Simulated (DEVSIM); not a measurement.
Structure: Pt/Al2O3/SiO2/p-Si capacitor, at 300 K.

```csv
layer (left to right),material,thickness (nm),Na (cm⁻³)
1,Al2O3,21.0,-
2,SiO2,0.510,-
3,Si,9100,4e15
```

Metal gate on the left, work function 5.6 eV. Fixed charge at the semiconductor interface -4.9e11 cm⁻² (in units of +e); no interface traps.

This is a model device: material constants are rounded textbook-type values typed into the input, and sizes, dopings and lifetimes were drawn at random. Values at 300 K; Nc and Nv go as T^1.5, mobilities as T to minus their exponent, the gap by Varshni's rule with the affinity fixed.

```csv
parameter,Al2O3,SiO2,Si
gap (eV),6.8,9,1.124
affinity (eV),1.35,0.9,4.05
permittivity,9,3.9,11.7
Nc (cm⁻³),-,-,2.86e19
Nv (cm⁻³),-,-,3.1e19
Varshni α (eV/K),-,-,0.000473
Varshni β (K),-,-,636
```

DEVSIM, 1D Poisson equation in equilibrium, Boltzmann statistics, complete ionisation; no quantum confinement or tunnelling. Metal contacts follow the ideal Schottky-Mott rule: no Fermi-level pinning, no interface dipoles.

The temperature was swept, all else fixed.

```json
[
 {"temperature (K)": "250", "flat-band voltage (V)": "0.82", "minimum of the low-frequency capacitance (μF/cm²)": "(withheld)", "threshold voltage (band bending 2φF) (V)": "(withheld)"},
 {"temperature (K)": "300", "flat-band voltage (V)": "0.88", "minimum of the low-frequency capacitance (μF/cm²)": "0.0238", "threshold voltage (band bending 2φF) (V)": "1.62"},
 {"temperature (K)": "350", "flat-band voltage (V)": "0.93", "minimum of the low-frequency capacitance (μF/cm²)": "0.0276", "threshold voltage (band bending 2φF) (V)": "1.57"},
 {"temperature (K)": "400", "flat-band voltage (V)": "1.00", "minimum of the low-frequency capacitance (μF/cm²)": "0.0311", "threshold voltage (band bending 2φF) (V)": "1.52"},
 {"temperature (K)": "450", "flat-band voltage (V)": "1.06", "minimum of the low-frequency capacitance (μF/cm²)": "0.0399", "threshold voltage (band bending 2φF) (V)": "1.46"},
 {"temperature (K)": "500", "flat-band voltage (V)": "1.12", "minimum of the low-frequency capacitance (μF/cm²)": "0.0519", "threshold voltage (band bending 2φF) (V)": "1.40"}
]
```

Question: Complete the blanks.

Answer: 
- 250, minimum of the low-frequency capacitance (μF/cm²): 0.0218
- 250, threshold voltage (band bending 2φF) (V): 1.67
